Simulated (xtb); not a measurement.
xtb 6.7.1, GFN2-xTB: Cc1csc(-c2sccc2C)c1, 22 atoms. The geometry is a generated start, not checked to be a minimum at this level.

```
Item                                                                                                            Value
------------------------  -------------------------------------------------------------------------------------------
method                                                                                                       GFN2-xTB
--acc                                                                                                     1 (default)
--etemp (K)                                                                                             300 (default)
detailed input (--input)  none: ANC optimiser, Lindh (1995) Hessian, microcycle=20, maxdispl=1.0, hlow=0.01 (default)
basis functions                                                                                                    70
valence electrons                                                                                                  62
```

```xyz
22

C      3.5425    -1.0005    -0.8027
C      2.4955    -0.2426    -0.0604
C      2.7334     0.8584     0.7387
S      1.3093     1.4818     1.4483
C      0.3369     0.2831     0.7084
C     -1.0920     0.2369     0.8944
S     -1.7654     0.0749     2.4651
C     -3.3581     0.0643     1.8576
C     -3.3854     0.1797     0.4874
C     -2.0738     0.2828    -0.0882
C     -1.8293     0.4315    -1.5554
C      1.0988    -0.5672    -0.0698
H      4.4205    -0.3757    -0.9969
H      3.1589    -1.3495    -1.7670
H      3.8607    -1.8715    -0.2211
H      3.6829     1.3338     0.9443
H     -4.1983    -0.0253     2.5321
H     -4.3069     0.1944    -0.0826
H     -2.7542     0.6820    -2.0854
H     -1.1078     1.2310    -1.7528
H     -1.4433    -0.5033    -1.9738
H      0.6748    -1.3990    -0.6203
```

The structure is relaxed from this start with --opt LEVEL for the levels crude, sloppy, loose, lax, normal, tight, vtight, extreme, once each. Up to the end of the extreme run atoms move by at most 1.0 Å along an axis.

Task: Choose the cheapest level whose final energy lies within 1 meV of that of extreme.

Result: normal: 37 cycles against 55, ending 0.32 meV above.

```
level    cycles  energy above the extreme run (meV)  gradient norm (eV/Å)
-------  ------  ----------------------------------  --------------------
crude         4                                  69                  0.24
sloppy       13                                  14                  0.19
loose        18                                 8.6                  0.12
lax          18                                 8.6                  0.12
normal       37                                0.32                 0.031
tight        44                               0.050                0.0054
vtight       50                          under 0.01                0.0036
extreme      55                                   —                0.0017
```
